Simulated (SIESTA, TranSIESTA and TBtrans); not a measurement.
Run with TranSIESTA and TBtrans (open boundaries, self-consistent; PseudoDojo norm-conserving potentials, scalar-relativistic): Spin polarized, PAO.BasisSize DZP, PAO.EnergyShift 0.15 eV, XC.Authors PBE, Mesh.Cutoff 200 Ry, ElectronicTemperature 300 K, TS.Voltage 0.0 eV, TBT.Elecs.Eta 0.001 eV.

System: Pt chain with one Mo atom in place of Pt. Leads: straight Pt chain, spacing 2.28 Å. Geometry: 3 atoms about the centre moved by SIESTA (PBE, DZP) to a largest force of 0.01 eV/Å, all others as built, motion along the axis alone. Transport runs along z; the first 6 and the last 6 of the 21 atoms are the lead cells, repeated to infinity.

```xyz
21
Lattice="9.000 0.000 0.000 0.000 9.000 0.000 0.000 0.000 47.800" Properties=species:S:1:pos:R:3 pbc="F F T"
Pt     4.500     4.500     0.000
Pt     4.500     4.500     2.280
Pt     4.500     4.500     4.560
Pt     4.500     4.500     6.840
Pt     4.500     4.500     9.120
Pt     4.500     4.500    11.400
Pt     4.500     4.500    13.680
Pt     4.500     4.500    15.960
Pt     4.500     4.500    18.240
Pt     4.500     4.500    20.556
Mo     4.500     4.500    22.760
Pt     4.500     4.500    24.963
Pt     4.500     4.500    27.280
Pt     4.500     4.500    29.560
Pt     4.500     4.500    31.840
Pt     4.500     4.500    34.120
Pt     4.500     4.500    36.400
Pt     4.500     4.500    38.680
Pt     4.500     4.500    40.960
Pt     4.500     4.500    43.240
Pt     4.500     4.500    45.520
```
Starting moments (μB): atom 7 +0.6, atom 8 +0.6, atom 9 +0.6, atom 10 +0.6, atom 11 +1, atom 12 +0.6, atom 13 +0.6, atom 14 +0.6, atom 15 +0.6; lead atoms +0.6 (left) and +0.6 (right).

**Question.** Give the largest eigenchannel transmissions at the Fermi level (four at most) and the total.

**Answer.** Up: 0.98, 0.73, 0.73, 0.53 (total 2.97); down: 0.94, 0.46, 0.46, 0.13 (total 1.98). A magnetic start was tried, and the separate lead runs end without a moment. The straight chain is held at its spacing; free chains may zigzag or dimerise. Spin-orbit coupling, left out here, matters for the heavy atoms.
